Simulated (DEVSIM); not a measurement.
Device: Schottky contact on n-type GaP, at 350 K.

Layer 1 from the left is GaP, thickness (μm) 3.90, Nd (cm⁻³) 4.3e15, τn (s) 1.6e-6, τp (s) 1.6e-6.

Left contact: Schottky, work function 5.41 eV, emission velocity 1e7 cm/s. Right contact: ohmic. Voltage is applied to the left contact. Recombination: SRH at mid-gap. Mobility is μmin + (μ − μmin)/(1 + (N/Nref)^α).

This is a model device: material constants are rounded textbook-type values typed into the input, and sizes, dopings and lifetimes were drawn at random. Values at 300 K; Nc and Nv go as T^1.5, mobilities as T to minus their exponent, the gap by Varshni's rule with the affinity fixed.

GaP: gap (eV) 2.26, affinity (eV) 3.8, permittivity 11.1, Nc (cm⁻³) 1.8e19, Nv (cm⁻³) 1.9e19, μn (cm²/Vs) 250, μp (cm²/Vs) 150, μn,min 10, μp,min 10, Nref,n 4.4e18, Nref,p 1e18, αn 0.8, αp 0.85, T exponent of μn 1.6, T exponent of μp 1.98, Varshni α (eV/K) 0.00058, Varshni β (K) 372.

DEVSIM, 1D drift-diffusion, Boltzmann statistics, complete ionisation; no tunnelling, impact ionisation, image-force lowering or self-heating. Metal contacts follow the ideal Schottky-Mott rule: no Fermi-level pinning, no interface dipoles.

Dark forward current:

| |V| (V) | |J| (A/cm²) |
|---|---|
| 0.25 | 4.212e-13 |
| 0.30 | 2.132e-12 |
| 0.35 | 1.091e-11 |
| 0.40 | 5.609e-11 |
| 0.45 | 2.887e-10 |
| 0.50 | 1.486e-9 |
| 0.55 | 7.640e-9 |
| 0.60 | 3.923e-8 |
| 0.65 | 2.010e-7 |
| 0.70 | 1.028e-6 |
| 0.75 | 5.241e-6 |
| 0.80 | 2.664e-5 |
| 0.85 | 0.0001348 |
| 0.90 | 0.0006788 |
| 0.95 | 0.003394 |
| 1.00 | 0.01679 |
| 1.05 | 0.08165 |
| 1.10 | 0.3812 |
| 1.15 | 1.596 |
| 1.20 | 5.228 |
| 1.25 | 12.36 |
| 1.30 | 22.45 |
| 1.35 | 34.49 |
| 1.40 | 47.77 |
| 1.45 | 61.86 |
| 1.50 | 76.52 |

Task: Work out the local ideality factor n = ΔV / (kT/q · ln(J2/J1)) between the rows 0.25 and 0.30 V, 0.45 and 0.50 V, 1.45 and 1.50 V.

Result: kT/q = 30.16 mV. From 0.25 to 0.30 V: ln(2.132e-12/4.212e-13) = 1.622, n = 1.02, near the 1 of diffusion or emission over a barrier. From 0.45 to 0.50 V: ln(1.486e-9/2.887e-10) = 1.638, n = 1.01, near the 1 of diffusion or emission over a barrier. From 1.45 to 1.50 V: ln(76.52/61.86) = 0.213, n = 7.79; the layers' resistance at their doping, Σ W/(qμN) = 0.0029 Ω cm², would take 43 mV of this step of 50 mV.

Task: Estimate the current at 0.65 V for emission alone, J0 = q v N_band exp(−φB/kT), and read the barrier back from the simulated current.

Result: φB = 1.610 eV, N_band = 2.27e19 cm⁻³, J0 = 2.38e-16 A/cm²; J = J0 (exp(qV/kT) − 1) = 5.45e-7 A/cm². The simulation gives 2.01e-7 A/cm²; the estimate lies 170 % above. Read backwards, the simulated current gives an apparent barrier of 1.640 eV. The estimate leaves out transport through the depletion region and minority injection.
